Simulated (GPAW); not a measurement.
Input and output of a self-consistent single point for TiCo (Pm-3m, 2 atoms in the cell) (GPAW).

Method: LDA (Perdew-Wang 92), GPAW PAW datasets LDA (gpaw-data 1.0.1) (plane waves; GPAW).

```
TiCo
1.0
    2.92310     0.00000     0.00000
    0.00000     2.92310     0.00000
    0.00000     0.00000     2.92310
Ti Co
1 1
Cartesian
  0.00000   0.00000   0.00000
  1.46155   1.46155   1.46155
```
Moments meant for the start (each program seeds them in its own way; μB, in the order of the atoms Ti Co): 1.0 3.0.

Reference input (self-consistent single point, DFT PBE, plane waves, GPAW PAW datasets PBE (gpaw-data 1.0.1)): spinpol = true; mode = pw; ecut = 850 eV; xc = PBE; kpts = 15 15 15; mesh shift (steps) = 0 0 0; occupations.name = methfessel-paxton; occupations.width = 0.272 eV; occupations.order = 0; nbands = -6; convergence.density = 1e-05 e/electron; convergence.energy = 1e-05 eV/electron. This run's input differs from it in these lines:

```diff
@@ -16,3 +16,3 @@
             mode={'name': 'pw', 'ecut': 850},
-            xc='PBE',
+            xc='LDA',
             kpts=(15, 15, 15),
```

Its files differ too (potentials: GPAW PAW datasets LDA (gpaw-data 1.0.1)).

Log, with long lists cut:

```
     iter     time        total  log10-change:  magmom
                         energy   eigst   dens
iter:   1 --:--:--   -17.584508                   +4.0093
iter:   2 --:--:--   -18.137228   -0.75  -1.33    +1.9379
iter:   3 --:--:--   -18.020227   -1.30  -1.36    +0.7415
iter:   4 --:--:--   -18.409434   -1.29  -1.49    +0.7220
iter:   5 --:--:--   -18.220004   -0.72  -1.39    +0.7104
   [... 10 lines left out ...]
iter:  16 --:--:--   -17.833740   -3.26  -2.43    +0.0970
iter:  17 --:--:--   -17.834383   -4.23  -2.96    +0.0800
iter:  18 --:--:--   -17.833560   -4.50  -2.74    +0.0844
   [... lines left out ...]
iter:  23 --:--:--   -17.833762c  -5.68  -2.95    +0.0076
iter:  24 --:--:--   -17.833687   -4.87  -3.07    +0.0078
iter:  25 --:--:--   -17.833591c  -6.07  -3.38    +0.0063
iter:  26 --:--:--   -17.833594c  -6.18  -3.57    +0.0053
iter:  27 --:--:--   -17.833601c  -6.04  -3.64    +0.0040
iter:  28 --:--:--   -17.833596c  -6.50  -3.74    +0.0029
iter:  29 --:--:--   -17.833592c  -6.66  -3.82    +0.0010
iter:  30 --:--:--   -17.833601c  -6.22  -3.84    +0.0003
iter:  31 --:--:--   -17.833591c  -7.03  -4.17    +0.0001
iter:  32 --:--:--   -17.833590c  -8.15c -4.97    +0.0001
iter:  33 --:--:--   -17.833590c  -9.29c -5.08c   +0.0001
Converged after 33 iterations.

Dipole moment: (-0.000002, -0.000002, -0.000002) |e|*Ang

Total magnetic moment: (0.000000, 0.000000, 0.000061)
Local magnetic moments:
   0 Ti ( 0.000000,  0.000000, -0.000001)
   1 Co ( 0.000000,  0.000000,  0.000064)

Energy contributions relative to reference atoms: (reference = -61012.215763)

Kinetic:        +18.158702
Potential:      -16.036825
External:        +0.000000
XC:             -19.868067
Entropy (-ST):   -0.095028
Local:           -0.039886
SIC:             +0.000000
--------------------------
Free energy:    -17.881104
Extrapolated:   -17.833590

Spin contamination: 0.000005 electrons
Showing only first 2 kpts
                      Up                     Down
 Kpt  Band  Eigenvalues  Occupancy  Eigenvalues  Occupancy
  0     8      9.13624    1.00000      9.13628    1.00000
   [... lines left out ...]

Fermi level: 10.68550

No gap
No difference between direct/indirect transitions
Energy (eV): -17.83359

Forces in eV/Ang:
  0 Ti   -0.00000   -0.00000    0.00000
  1 Co    0.00000   -0.00000   -0.00000

Stress tensor:
     0.022185     0.000000     0.000000
     0.000000     0.022185     0.000000
     0.000000     0.000000     0.022185
Stress (GPa, Voigt): [3.5544 3.5544 3.5544 0.     0.     0.    ]
```

The run converged in 33 iterations. GPAW prints stress with tension positive. Against the reference run the pressure goes from 12.11 to -3.55 GPa and the size of the net moment goes from 0.33 to 0.00 μB/atom.

The starting cell comes from a database of computed structures (which also holds hypothetical and non-ambient phases and stackings), without a prior relaxation at this level. Its lattice was rescaled by a random factor within 2.5 % of one. The starting moments vanished: the run ended non-magnetic, which need not be the lowest state. With a pressure of about -4 GPa the cell is away from its equilibrium volume at this level.

Cost on one core of a shared machine: roughly 90 s.
